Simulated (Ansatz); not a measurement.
Phonon-limited resistivity of MoN2 (P4/mbm) against temperature in μΩ·cm, PBEsol, DFPT electron-phonon coupling, linearised Boltzmann equation in Ansatz (a first-principles code), harmonic crystal at a fixed cell. x, y and z are the axes of this cell:
```
MoN2
1.0
    4.28875     0.00000     0.00000
    0.00000     4.28875     0.00000
    0.00000     0.00000     2.72535
Mo N
2 4
Direct
  0.50000   0.50000   0.00000
  0.00000   0.00000   0.00000
  0.88726   0.38726   0.50000
  0.11274   0.61274   0.50000
  0.61274   0.88726   0.50000
  0.38726   0.11274   0.50000
```

| T | ρ (x, y) | ρ (z) |
|---|---|---|
| 50 K | 0.27 | 0.26 |
| 77 K | ? | 1.38 |
| 100 K | 2.8 | ? |
| 150 K | 6.4 | 7.0 |
| 200 K | 10.2 | 11.5 |
| 250 K | 14.1 | 16.0 |
| 273 K | 15.9 | 18.1 |
| 300 K | 17.9 | 21 |

Q: What belongs in the gaps?

A: 
- 77 K, ρ (x, y): 1.39
- 100 K, ρ (z): 2.9

A metal at this level (no band gap). Only scattering by harmonic phonons is included (no impurities, grain boundaries, electron-electron scattering or thermal expansion). Spin-orbit coupling is left out. Halving the electron mesh (20x20x32) moves the resistivity by up to 9 %. Smearing 0.20 eV; phonons on a 3x3x5 q mesh, which this run doesn't test and which matters most at low temperature.

Computed structure with no diffraction record at hand here (it may be known, metastable or hypothetical): MoN2 (P4/mbm).
